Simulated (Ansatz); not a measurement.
Here is the system:

```
WC
1.0
    2.92246     0.00000     0.00000
   -1.46123     2.53092     0.00000
    0.00000     0.00000     2.93158
W C
1 1
Cartesian
  0.00000   0.00000   0.00000
  0.00000   1.68728   1.46579
```

No spin polarisation.

Level of theory: PBE, PAW, 420 eV (Ansatz, a program for electronic structure; scalar-relativistic without spin-orbit coupling). Γ-centred 23×23×20 mesh, Fermi–Dirac width 0.1 eV.

What space group does the calculation give?

P-6m2 (No. 187).

Predict the stress (xx, yy, zz, yz, xz, xy; compression positive).

(-4.6, -4.6, -25.7, 0.0, 0.0, 0.0) GPa.

The cells carry an imposed strain or load. Whether these cells are dynamically stable was not tested. All final runs are without spin polarisation. The cell was made from WC (space group P-6m2, No. 187) by this change: uniaxial strain ε_zz = +3.00 %.
